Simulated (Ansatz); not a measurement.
Consider the following.

End structure of a constructed model of the (111) surface of fcc Al, a pseudomorphic layer of Mo in the other hollow (bottom of the slab: a bare face, its two planes held):

```
CELL_PARAMETERS angstrom
      2.85810     0.00000     0.00000
     -1.42905     2.47518     0.00000
      0.00000     0.00000    30.50000
ATOMIC_POSITIONS crystal
  Al 0.33333 0.66667 0.27022
  Al 0.66667 0.33333 0.34674
  Al 0.00000 0.00000 0.42332
  Al 0.33333 0.66667 0.50084
  Al 0.66667 0.33333 0.57738
  Al 0.00000 0.00000 0.65421
  Mo 0.66667 0.33333 0.72476
```

Model: 7-atom slab, 14.0 Å thick at the start with caps and adatoms, 15x15x1 mesh, Fermi-Dirac 0.1 eV, dipole correction, 2 atoms held, the rest relaxed; symmetry of the start imposed; no spin, no spin-orbit, no U. In PBE it lies 0.08 eV a 1x1 cell over the lowest computed structure of the same composition (a pseudomorphic layer of Mo in the host's stacking).

Problem. What is the computed work function of the top face (Ansatz (a first-principles code) with PBE)?

Solution. 5.27 eV
